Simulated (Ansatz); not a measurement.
Base system: Mg₂Sn (space group Fm-3m, No. 225; relaxed with 0.1 eV smearing).

```yaml
crystal:
  lattice:
    - [0.00000, 3.33192, 3.33192]
    - [3.33192, 0.00000, 3.33192]
    - [3.33192, 3.33192, 0.00000]
  atoms:
    - { symbol: Mg, position: [0.25000, 0.25000, 0.25000] }
    - { symbol: Mg, position: [0.75000, 0.75000, 0.75000] }
    - { symbol: Sn, position: [0.00000, 0.00000, 0.00000] }
```

All numbers come from LDA (Ansatz, a quantum-chemistry and plane-wave program), no SOC.

Strains are applied to the cell and any free atomic positions relax.

One change was made to it. Results:

The pressure goes from zero to 3.2 GPa; the energy grows by 14 meV/atom.

### Question
Name the change that was made.
A. isotropic strain +3.00 %
B. isotropic strain −1.00 %
C. isotropic strain −2.00 %

### Answer
C, isotropic strain −2.00 %. For comparison, the energy relative to the base in the other runs: isotropic strain +3.00 % gives +26 meV/atom; isotropic strain −1.00 % gives +3.4 meV/atom.

Stability against distortions was not tested.
